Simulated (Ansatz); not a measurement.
**GaN, pressure series**

Start from GaN in the zinc blende structure (space group F-43m, No. 216).

```
GaN
1.0
    0.00000     2.27425     2.27425
    2.27425     0.00000     2.27425
    2.27425     2.27425     0.00000
Ga N
1 1
Cartesian
  0.00000   0.00000   0.00000
  1.13713   1.13713   1.13713
```

Cell and atoms are relaxed at each pressure.

Computed with PBE (Ansatz, an electronic-structure program, PAW, no spin-orbit coupling).

```tsv
P (GPa)	V (Å³/atom)
-2.00	11.904
-1.00	11.833
0.88	11.704
2.10	11.624
4.50	11.476
9.00	11.222
15.00	10.924
22.50	10.601
30.00	10.321
```

Q: Fit a third-order Birch–Murnaghan equation of state.

A: Least squares on P(V) = (3B₀/2)[(V₀/V)^(7/3) − (V₀/V)^(5/3)]·[1 + (3/4)(B₀′ − 4)((V₀/V)^(2/3) − 1)] gives V₀ = 11.76 Å³/atom, B₀ = 172 GPa and B₀′ = 4.4.

Between the base and pressure 15 GPa the gap moves from 1.54 eV to 2.01 eV, a mean slope of 32 meV/GPa.

Load acts through the strain it causes; cell and atoms are relaxed under it. No phonon test of stability was made. Tetrahedral semiconductors of this kind turn to denser phases somewhere between about 1 and 50 GPa; those were not computed, so compressed cells here can lie past the real transition. This is not the structure that GaN has at room temperature and ambient pressure.
